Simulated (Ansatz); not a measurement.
Input:

```xyz
8
Lattice="5.4480 0.0000 0.0000 0.0000 5.4480 0.0000 2.7240 -2.7240 5.2433" Properties=species:S:1:pos:R:3 pbc="T T T"
Zn     2.7240     0.0000     2.6216
Zn     0.0000     0.0000     0.0000
Si     5.4480     2.7240     2.6216
Si     2.7240     2.7240     0.0000
P      4.1825     1.3620     3.9324
P      6.7134    -1.3620     3.9324
P      1.3620     1.4585     1.3108
P      4.0860     3.9894     1.3108
```

No spin polarisation.

All numbers come from Ansatz (a first-principles code) PBE, no SOC. k-mesh 9×9×9 (Γ-centred); smearing 0.05 eV (Fermi–Dirac).

Problem. Predict the hole mass and pressure.

Solution. 
- Hole mass: 0.16 mₑ out of plane, 0.40 mₑ in plane (at Γ)
- Pressure (mean of the normal stresses, compression positive): -0.48 GPa

The levels and masses belong to the bands next to the band gap. The cells carry an imposed strain or load. Effective masses come from finite differences of ±0.01 Å⁻¹. No phonon test of stability was made. The cell was made from ZnSiP2 in the chalcopyrite structure (space group I-42d, No. 122) by this change: biaxial strain +0.54 %, plane normal [001], relaxed out of plane.
